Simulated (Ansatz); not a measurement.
## Pressure series in Si

Start from Si in the diamond structure (space group Fd-3m, No. 227).

Si has the cubic space group Fd-3m, origin choice 1 (No. 227), the diamond structure, Pearson symbol cF8. Cell: a = b = c = 5.4442 Å, α = β = γ = 90.00°. Si on 8b is coordinated by 4 Si at 2.357 Å (tetrahedral). (Neighbours: up to the widest gap in distance over summed covalent radii, below 1.35, at either atom.)
(The calculation used a cell of 2 atoms; values per cell refer to that cell.)

Cell and atoms are relaxed at each pressure.

The values are results of r2SCAN (Ansatz, an electronic-structure program), without spin-orbit coupling, not measurements.

Notes on the quantities. hole mass: degenerate bands, along [100].

```tsv
variant	band gap	smallest direct gap	hole mass	shortest interatomic distance
base	0.78 eV	2.74 eV	0.17, 0.25, 0.25 mₑ (at Γ)	2.357 Å
pressure −2 GPa	0.81 eV	2.73 eV	0.16, 0.26, 0.26 mₑ (at Γ)	2.374 Å
pressure −1 GPa	0.79 eV	2.73 eV	0.17, 0.25, 0.25 mₑ (at Γ)	2.366 Å
pressure 3 GPa	0.72 eV	2.75 eV	0.18, 0.25, 0.25 mₑ (at Γ)	2.335 Å
pressure 7 GPa	0.66 eV	2.76 eV	0.20, 0.24, 0.24 mₑ (at Γ)	2.308 Å
pressure 15 GPa	0.54 eV	2.78 eV	0.22, 0.23, 0.23 mₑ (at Γ)	2.265 Å
pressure 30 GPa	0.34 eV	2.79 eV	0.22, 0.22, 0.25 mₑ (at Γ)	2.202 Å
pressure 50 GPa	0.11 eV	2.80 eV	0.20, 0.20, 0.28 mₑ (at Γ)	2.141 Å
pressure 75 GPa	zero	–	–	2.083 Å
pressure 100 GPa	zero	–	–	2.038 Å
```

The mesh was chosen for an insulator and is coarse for the gapless case. Load acts through the strain it causes; cell and atoms are relaxed under it. Masses are band curvatures over ±0.01 Å⁻¹ around the edge. No phonon test of stability was made. Measured, Si leaves this structure (for the β-tin structure) near 12 GPa (room temperature; as listed in arXiv:1906.07825). The zero or small gap of Si under pressure 50 GPa and Si under pressure 75 GPa can change with the level of theory.
